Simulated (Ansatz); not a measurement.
The starting structures come from a database of crystals and need not be the phases stable at ambient conditions.

 Where the default PAW files enter, the runs use the earlier of Ansatz's two default sets.

Here is the system:

```
GaP
1.0
    3.91855     0.00000     0.00000
    0.00000     6.45959     0.00000
    1.95928     0.00000     3.32703
Ga P
2 2
Cartesian
  3.91856   3.22947   2.21802
  1.95928   6.45927   1.10901
  3.91856   0.81423   2.21802
  1.95928   4.04403   1.10901
```

Space group of this cell: Cmc2_1. The cell is strained (lengths across the current scaled by 1.02, ions clamped); by r2SCAN its mean pressure is -3.1 GPa.

Transport runs along the normal of the first two printed cell vectors.

No gap correction and no spin-orbit coupling; mid-gap values are interpolated between computed energies.

**Question.** Estimate the band gap and the smallest decay constant κ at mid-gap that r2SCAN run with Ansatz (a first-principles code) returns for this system.

**Answer.** Gap 1.63 eV on a 10×6×10 mesh; κ = 0.120 1/Å, at the zone centre.
